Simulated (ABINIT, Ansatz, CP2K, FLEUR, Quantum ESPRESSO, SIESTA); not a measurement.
One structure in several programs: MoS₂ (P6_3/mmc, 6 atoms in the cell)

Self-consistent single point, at a second geometry (lattice scaled by 0.98). First geometry:

```
MoS2
1.0
    3.15039     0.00000     0.00000
   -1.57519     2.72832     0.00000
    0.00000     0.00000    13.03343
Mo S
2 4
Cartesian
  0.00000   0.00000   3.25836
  0.00000   0.00000   9.77507
  0.00000   1.81888   4.79291
  1.57520   0.90944   8.24052
  1.57520   0.90944  11.30963
  0.00000   1.81888   1.72380
```

Shared settings, as Ansatz (an electronic-structure program) writes them: kpoints.mp_grid.grid = 8 8 2; scf.occupations.method = fixed. Potentials and cutoffs stand in the table.

| code | model | ΔF from the first geometry (meV/atom) | pressure (GPa) | largest force (eV/Å) | cutoff |
|---|---|---|---|---|---|
| ABINIT | PBE, norm-conserving pseudopotentials (PseudoDojo nc-sr-05 PBE standard) | 78.9 | 17.28 | 1.926 | 80 Ry |
| FLEUR | PBE, all-electron FLAPW (FLEUR), scalar-relativistic valence | 80.2 | – | 1.933 | Kmax 4 1/bohr |
| Ansatz | PBE, PAW files | 78.4 | 17.18 | 1.917 | default |
| Quantum ESPRESSO | PBE, PseudoDojo standard norm-conserving (PBE) pseudopotentials | 78.9 | 17.28 | 1.926 | 80 Ry |
| SIESTA | GGA PBE, numerical atomic orbitals TZP, PseudoDojo PBE standard norm-conserving potentials (rewritten from UPF to PSML) | 91.1 | 19.33 | 2.285 | grid 400 Ry |
| CP2K | PBE, GPW, DZVP-MOLOPT-SR-GTH basis, GTH-PBE potentials (GTH_POTENTIALS) | 79.6 | 17.51 | 2.046 | grid 500 Ry |

A dash marks a value that a program does not give, or that is left out as unsure.

On Ansatz's run: spin polarisation is off.

The spread over the programs that give each value: ΔF from the first geometry within 12.7 meV/atom; pressure within 2.15 GPa; largest force within 0.368 eV/Å.

SIESTA and CP2K use small atom-centred bases, whose incompleteness enters pressures, forces and empty levels differently from a plane-wave cutoff. FLEUR treats all electrons, but the usual bases taken here (sphere radii, linearisation, local orbitals, empty states) were not tested for convergence, so the values are no reference for the others. Ansatz's pressure is given at a fixed set of plane waves, as the other plane-wave codes print theirs; with its correction for the finite basis it is 17.21 GPa. In the pressure, SIESTA (by 2.05) lies more than 1 GPa from the median of the plane-wave programs. In the force vectors, SIESTA (by 0.359) and CP2K (by 0.120) lie more than 0.08 eV/Å from the median of the plane-wave programs.

This mesh misses zone-boundary points where a band edge of such crystals can lie, so no gaps are given.

The starting cell comes from a database of computed structures (which also holds hypothetical and non-ambient phases and stackings), without a prior relaxation at this level. Its lattice was rescaled by a random factor within 2.5 % of one. For this run, on top of that: lattice scaled by 0.98.

Keys are those of Ansatz 0.2.
